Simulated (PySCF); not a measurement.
PySCF 2.14.0, TPSSH/def2-svp, df: [OH][Al]([OH])[O][SiH2]O[Si](Cl)(Cl)Cl, 14 atoms. The geometry is a generated start, not checked to be a minimum at this level.

| Property | Result |
|---|---|
| task | energy |
| method | tpssh |
| basis | def2-svp |
| two-electron scheme | density fitting |
| mol.max_memory | 3000 MB |
| mf.max_cycle | 100 |
| mf.conv_tol | 1e-09 (default) |
| mf.grids.level | 3 (default) |
| basis functions | 184 |
| grid points | 209744 |

```xyz
14

Si     2.0174    -0.4567     0.4708
Cl     2.3722    -2.3159    -0.1361
Cl     3.4771     0.2864     1.6055
Cl     0.3446    -0.4933     1.6868
O      1.7895     0.5169    -0.7515
Si     0.4741     1.1294    -1.6229
O     -0.8161     0.6978    -0.8186
Al    -1.5482    -0.1792     0.4895
O     -1.8370    -1.7563     0.1019
O     -2.4228     0.7307     1.5410
H      0.5932     0.4501    -2.9037
H      0.6975     2.5642    -1.5415
H     -2.2475    -2.5746    -0.1252
H     -2.8942     1.4004     2.0039
```

With the defaults (mf.DIIS = CDIIS, mf.diis = true, mf.level_shift = 0, newton = off, mf.init_guess = minao, mf.diis_space = 8) it converges in 14 Fock builds. One run each on 2 threads, 1 BLAS thread, with these changes:
- mf.diis = false
- mf.diis_space = 5
- mf.init_guess = mod_huckel
- newton = Hessian by the SCF's own integrals
- mf.level_shift = 0.1 Hartree
- mf.init_guess = 1e
- mf.level_shift = 0.3 Hartree
- mf.DIIS = EDIIS
- mf.init_guess = sap

Task: Which runs fail or end elsewhere than the default run?

Result: No convergence: mf.DIIS = EDIIS; mf.diis = false (the run ends without SCF convergence in 100 cycles). The rest reach the solution of the defaults.

| setting | Fock builds | end |
|---|---|---|
| mf.level_shift = 0.1 Hartree | 13 | same solution |
| the defaults | 14 | same solution |
| mf.init_guess = mod_huckel | 14 | same solution |
| mf.diis_space = 5 | 15 | same solution |
| mf.level_shift = 0.3 Hartree | 16 | same solution |
| mf.init_guess = sap | 17 | same solution |
| mf.init_guess = 1e | 23 | same solution |
| newton = Hessian by the SCF's own integrals | 47 | same solution |
| mf.DIIS = EDIIS | 101 | no convergence |
| mf.diis = false | 101 | no convergence |

Under newton the count holds the products with the orbital Hessian.
